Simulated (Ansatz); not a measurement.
**As₂O₃ (Fd-3m, No. 227)**

Calculation: r²SCAN (plane waves, PAW; Ansatz, a first-principles code).

Numerical settings: plane-wave cutoff 600 eV, 6×6×6 k mesh, finite displacements, scalar-relativistic PAW data made under PBE.

Cell (relaxed at this level):

```
CELL_PARAMETERS angstrom
      0.00000     5.60880     5.60880
      5.60880     0.00000     5.60880
      5.60880     5.60880     0.00000
ATOMIC_POSITIONS crystal
  As 0.39813 0.39813 0.39813
  As 0.44439 0.85187 0.85187
  As 0.39813 0.39813 0.80561
  As 0.85187 0.44439 0.85187
  As 0.80561 0.39813 0.39813
  As 0.85187 0.85187 0.85187
  As 0.39813 0.80561 0.39813
  As 0.85187 0.85187 0.44439
  O  0.32757 0.32757 0.67243
  O  0.57757 0.57757 0.92243
  O  0.67243 0.67243 0.32757
  O  0.92243 0.92243 0.57757
  O  0.67243 0.32757 0.32757
  O  0.92243 0.57757 0.57757
  O  0.32757 0.67243 0.67243
  O  0.57757 0.92243 0.92243
  O  0.57757 0.92243 0.57757
  O  0.32757 0.67243 0.32757
  O  0.92243 0.57757 0.92243
  O  0.67243 0.32757 0.67243
```

```yaml
electronic dielectric constant ε∞: 2.94
static_dielectric_constant: 4.27
```

Note: the relaxation could not lower the start's symmetry, so the cell can be a saddle point above a distorted one.
